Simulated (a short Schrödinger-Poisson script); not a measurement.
System: single Ge/Si0.15Ge0.85 quantum well.

```tsv
layer	material	thickness (nm)
1	Si0.15Ge0.85	20
2	Ge	20
3	Si0.15Ge0.85	20
```

The device is made up for the run: typed textbook-type constants, with dimensions and the other settings drawn at random. Ge: direct gap (eV) 0.88, conduction-band edge (eV) 0, electron mass (mₑ) 0.041, heavy-hole mass 0.21, light-hole mass 0.046. Si0.15Ge0.85: direct gap (eV) 1.36, conduction-band edge (eV) 0.4, electron mass (mₑ) 0.053, heavy-hole mass 0.24, light-hole mass 0.06.

The valence-band edge of each layer lies one gap below its conduction-band edge. The electron's potential energy rises along the stack by the applied field. Mesh 0.03 nm at interfaces.

Problem. Estimate e1 and hh1 for infinitely high walls at zero field, and compare with the finite well.

Solution. ħ²π²/(2mL²) gives 22.9 meV for the electron and 4.5 meV for the heavy hole. The finite well gives 16.6 and 3.3 meV, 0.73 and 0.74 of the estimates, as the states reach into the barriers (1 % of e1 lies outside the well).

From a short Schrödinger-Poisson script (our own, NumPy): one-band effective-mass equation with BenDaniel-Duke matching, electrons, heavy and light holes apart, hard walls at the outer ends, one valence edge for both holes (no strain splitting), no charge, excitons, band mixing or non-parabolicity; under a field the levels are quasi-bound states of a box, listed while three quarters of their weight lies within 4 nm of the wells.
